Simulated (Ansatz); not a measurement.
Given:

```
Pb
1.0
    3.43663     0.00000     0.00000
    0.00000     3.43663     0.00000
    1.71832    -1.71832     2.52454
Pb
1
Direct
  0.00000   0.00000   0.00000
```

No spin polarisation.

The values are results of Ansatz (an electronic-structure program), PBEsol, PAW, cutoff 420 eV, without spin-orbit coupling, not measurements. k-mesh 23×23×23 (Γ-centred); smearing 0.1 eV (Fermi–Dirac).

**Question.** Predict the space group.

**Answer.** I4/mmm (No. 139).

**Question.** Estimate the mean in-plane stress (compression positive).

**Answer.** +0.5 GPa.

**Question.** Estimate the band gap.

**Answer.** Zero.

The cells carry an imposed strain or load. Stability against distortions was not tested. The cell was made from Pb in the fcc (Cu type) structure (space group Fm-3m, No. 225) by this change: biaxial strain −1.50 %, plane normal [001], relaxed out of plane.
